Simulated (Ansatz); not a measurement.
Base system: CrAuO2 (space group R-3m, No. 166; a = 2.985 Å, c = 18.274 Å (hexagonal axes); ferromagnetic; a model cell, its experimental status unchecked). Axes: x lies along a and z along c of the hexagonal cell.

The values are results of DFT with PBEsol, PAW potentials and a 420 eV plane-wave cutoff in Ansatz (a program for electronic structure), no SOC, not measurements.

The change: the cell is compressed by 1.25 % along x with no lateral relaxation; the atoms relax in the strained cell.

Problem. Predict the stress tensor and what it implies for the stiffness.

Solution. Stress of the strained cell less that of the base (GPa, compression positive):
```
    3.5     0.0     0.0
    0.0     1.3     0.0
    0.0     0.0     1.9
```

Then −Δσ_ii/ε with ε = -0.0125 gives secant stiffness values (nonlinear terms included at this strain): C11 ≈ 278 GPa, C12 ≈ 105 GPa and C13 ≈ 152 GPa.

No phonon test of stability was made. No Hubbard U is applied and the magnetic state is the run's own (CrAuO2 ferromagnetic); other magnetic orders, which need larger cells, were not tried and can change the gap.
